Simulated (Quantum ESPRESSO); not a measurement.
# Variants of one calculation on SrMg2 (R-3m, 6 atoms in the cell)

```
SrMg2
1.0
    3.17120    -1.83089     5.36402
    0.00000     3.66179     5.36402
   -3.17120    -1.83089     5.36402
Sr Mg
2 4
Direct
  0.12474   0.12474   0.12474
  0.87526   0.87526   0.87526
  0.00000   0.50000   0.50000
  0.50000   0.00000   0.50000
  0.50000   0.50000   0.00000
  0.50000   0.50000   0.50000
```

Base run A: PBEsol, GBRV 1.5 ultrasoft (PBESOL) pseudopotentials (Quantum ESPRESSO), self-consistent single point.

Its settings: ecutwfc = 40 Ry; ecutrho = 200 Ry; occupations = smearing; smearing = methfessel-paxton; degauss = 0.0073499 Ry; potentials = {Sr: sr_pbesol_v1.uspp.F.UPF, Mg: mg_pbesol_v1.4.uspp.F.UPF}; K_POINTS = automatic 5 5 5 0 0 0; conv_thr = 1e-08 Ry.

The starting cell comes from a database of computed structures (which also holds hypothetical and non-ambient phases and stackings), without a prior relaxation at this level. Its lattice was rescaled by a random factor within 2.5 % of one.

ΔF is the free energy per atom less that of run A. A dash stands where there is no value to compare (another energy zero or no entropy term, no result, no spin, no clean gap, or a mesh too coarse for one). Total energies depend on the potentials, the functional and any Hubbard or dispersion term, so they are compared only between runs that share all of them.

Runs:
- B: lattice scaled by 0.97
- C: ecutwfc: 40 Ry → 20 Ry; ecutrho: 200 Ry → 100 Ry
- D: conv_thr: 1e-08 Ry → 7.3e-05 Ry
- E: pseudopotentials: {Sr: sr_pbesol_v1.uspp.F.UPF, Mg: mg_pbesol_v1.4.uspp.F.UPF} → {Sr: sr_pbe_v1.uspp.F.UPF, Mg: mg_pbe_v1.4.uspp.F.UPF}; input_dft: default → vdw-df-cx [vdW-DF-cx]
- F: nosym: default → true
- G: diago_full_acc: default → true
- H: pseudopotentials: {Sr: sr_pbesol_v1.uspp.F.UPF, Mg: mg_pbesol_v1.4.uspp.F.UPF} → {Sr: sr_pbe_v1.uspp.F.UPF, Mg: mg_pbe_v1.4.uspp.F.UPF}; input_dft: default → rvv10 [rVV10]

```tsv
run	ΔF (meV/atom)	pressure (GPa)	largest force (eV/Å)	k-points
A	0.00	-0.58	0.012	19
B	11.6	2.10	0.009	19
C	4181.5	-98.98	0.014	19
D	0.00	-0.53	0.022	19
E	–	-0.18	0.008	19
F	0.00	-0.58	0.012	63
G	0.00	-0.58	0.012	19
H	–	-0.43	0.009	19
```

Run B against A: The free energy rises by 11.6 meV/atom, the pressure goes from -0.58 to 2.10 GPa and the largest force moves little (0.012 to 0.009 eV/Å).

Run D against A: The free energy stays essentially unchanged (within 1 meV/atom), the pressure moves little (-0.58 to -0.53 GPa) and the largest force goes from 0.012 to 0.022 eV/Å.

Run C against A: The free energy rises by 4.18 eV/atom, the pressure goes from -0.58 to -98.98 GPa and the largest force hardly changes (0.012 to 0.014 eV/Å).
